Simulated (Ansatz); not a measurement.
# Hypothetical wurtzite GeSe, response to strain

Base system: GeSe in the wurtzite structure (space group P6_3mc, No. 186; a = 4.790 Å, c = 5.862 Å; a hypothetical phase, not in the database extracts checked). Axes: x lies along a and z along c of the hexagonal cell.

Strains are applied to the cell and any free atomic positions relax; under biaxial strain the out-of-plane vector relaxes too.

Method: PBE (Ansatz, an electronic-structure program), spin-orbit coupling left out, earlier PAW set.

Candidates:
(a) isotropic strain +5.03 %
(b) uniaxial strain ε_zz = −1.63 %
(c) biaxial strain +2.46 %, plane normal [001], relaxed out of plane
(d) isotropic strain +0.38 %

Before the change:

The band gap comes out as 0.92 eV.

Question: Order them by band gap, highest first.

Answer: (a) isotropic strain +5.03 % (1.13 eV), (c) biaxial strain +2.46 %, plane normal [001], relaxed out of plane (1.03 eV), (d) isotropic strain +0.38 % (0.95 eV), (b) uniaxial strain ε_zz = −1.63 % (0.80 eV)

No phonon test of stability was made.
